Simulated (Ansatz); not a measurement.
Take KTaO$_{3}$ in the cubic perovskite structure (space group Pm-3m, No. 221) as the base.

```
KTaO3
1.0
    3.95200     0.00000     0.00000
    0.00000     3.95200     0.00000
    0.00000     0.00000     3.95200
K Ta O
1 1 3
Cartesian
  0.00000   0.00000   0.00000
  1.97600   1.97600   1.97600
  1.97600   0.00000   1.97600
  0.00000   1.97600   1.97600
  1.97600   1.97600   0.00000
```

Cartesian axes are those of the cell as printed.

Calculations: Ansatz (a program for electronic structure) LDA, spin-orbit coupling left out.

Base values:

```
Item                  Result
-------------------  -------
Smallest direct gap  2.73 eV
Band gap             2.13 eV
```

It is then changed as follows: tensor shear ε_xy = +1.67 % (engineering shear γ = 0.0334); the atoms relax in the strained cell.

Problem. Predict the new smallest direct gap.

Solution. The smallest direct gap decreases by 0.14 eV to 2.59 eV.

Problem. How does this affect the band gap?

Solution. The band gap decreases by 0.07 eV to 2.06 eV.

Problem. Estimate the effect on the stress.

Solution. The stress (xx, yy, zz, yz, xz, xy; compression positive) is (0.04, 0.04, 0.03, 0.00, 0.00, -3.39) GPa.

Problem. Estimate the effect on the energy relative to the base.

Solution. The energy grows by 4.4 meV/atom.

Spin-orbit coupling, missing from the scalar runs, can matter with Ta. No phonon test of stability was made.
